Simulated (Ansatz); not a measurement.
# Short convergence ladders for LuBi (Fm-3m, 2 atoms in the cell)

```yaml
crystal:
  lattice:
    - [0.00000, 3.11748, 3.11748]
    - [3.11748, 0.00000, 3.11748]
    - [3.11748, 3.11748, 0.00000]
  atoms:
    - { symbol: Lu, position: [0.50000, 0.50000, 0.50000] }
    - { symbol: Bi, position: [0.00000, 0.00000, 0.00000] }
```

Base method: LDA (PW92), default PAW files made with PBE (plane waves; Ansatz, a quantum-chemistry and plane-wave program).

Base settings: basis.ecutwfc = 420 eV; kpoints.mp_grid.grid = 9 9 9; hamiltonian.xc = lda; hamiltonian.pseudopotentials = {kind: paw} (the program's default PAW files); scf.occupations.method = fermi_dirac; scf.occupations.width = 0.1 eV.

Core times come from one kind of shared machine, to one figure; runs under 30 s give none.

**Zone-centre phonons against the cutoff**

In this ladder: phonons.method = dfpt.

The mesh stays at the base's, so the ladder's end is converged at best in this setting alone.

Frequencies are those of the unrelaxed cell, without the LO-TO term of polar crystals.

Only quantities that move along the ladder and can be compared are tabulated.

| basis.ecutwfc | highest zone-centre frequency (cm⁻¹) |
|---|---|
| 210 eV | 63.3 |
| 250 eV | 120.0 |
| 295 eV | 105.8 |
| 355 eV | 104.6 |
| 420 eV | 104.6 |
| 505 eV | 104.6 |
| 630 eV | 104.6 |

Coarsest basis.ecutwfc that holds the highest zone-centre frequency within 2 cm⁻¹ of the last step, with all finer ones: 295 eV; the step before is off by 15 cm⁻¹.

**Zone-centre phonons against the mesh**

In this ladder: phonons.method = dfpt.

Frequencies are those of the unrelaxed cell, without the LO-TO term of polar crystals.

Only quantities that move along the ladder and can be compared are tabulated.

| kpoints.mp_grid.grid | highest zone-centre frequency (cm⁻¹) | core time / last (rough) |
|---|---|---|
| 3 3 3 | 100.3 | – |
| 4 4 4 | 102.8 | – |
| 5 5 5 | 102.3 | – |
| 6 6 6 | 103.3 | – |
| 7 7 7 | 103.7 | – |
| 11 11 11 | 104.0 | 0.1 |
| 14 14 14 | 103.4 | 0.2 |
| 17 17 17 | 103.8 | 0.3 |
| 21 21 21 | 103.8 | 1 |

Coarsest kpoints.mp_grid.grid that holds the highest zone-centre frequency within 2 cm⁻¹ of the last step, with all finer ones: 4 4 4; the step before is off by 3.5 cm⁻¹.

**The force threshold of a relaxation**

On LuBi (I4mm, 2 atoms in the cell): one atom moved by 0.15 angstrom.

In this ladder: relax = atoms.

The mesh stays at the base's, so the ladder's end is converged at best in this setting alone.

Only quantities that move along the ladder and can be compared are tabulated.

| relax.f_tol | free energy less the last step's (meV/atom) | largest force left (eV/Å) | relaxation steps | core time / last (rough) |
|---|---|---|---|---|
| 0.2 eV/Å | 1.72 | 0.1627 | 2 | 0.5 |
| 0.1 eV/Å | 0.00 | 0.0012 | 3 | 0.6 |
| 0.05 eV/Å | 0.00 | 0.0014 | 3 | 0.7 |
| 0.03 eV/Å | 0.00 | 0.0017 | 4 | 0.7 |
| 0.02 eV/Å | 0.00 | 0.0017 | 4 | 0.8 |
| 0.01 eV/Å | 0.00 | 0.0017 | 4 | 0.6 |
| 0.005 eV/Å | 0.00 | 0.0015 | 4 | 0.8 |
| 0.002 eV/Å | 0.00 | 0.0016 | 4 | 0.8 |
| 0.001 eV/Å | 0.00 | 0.0000 | 5 | 1 |

Coarsest relax.f_tol that holds the free energy within 0.1 meV/atom of the last step, with all finer ones: 0.1 eV/Å; the step before is off by 1.7 meV/atom.

Coarsest relax.f_tol that holds the largest force left within 0.02 eV/Å of the last step, with all finer ones: 0.1 eV/Å; the step before is off by 0.16 eV/Å.

On the base run: the starting cell comes from a database of computed structures (which also holds hypothetical and non-ambient phases and stackings), without a prior relaxation at this level. Its lattice was rescaled by up to half a per cent. In the base run, with a pressure of about -5 GPa the cell is away from its equilibrium volume at this level.

Keys are those of Ansatz 0.2.
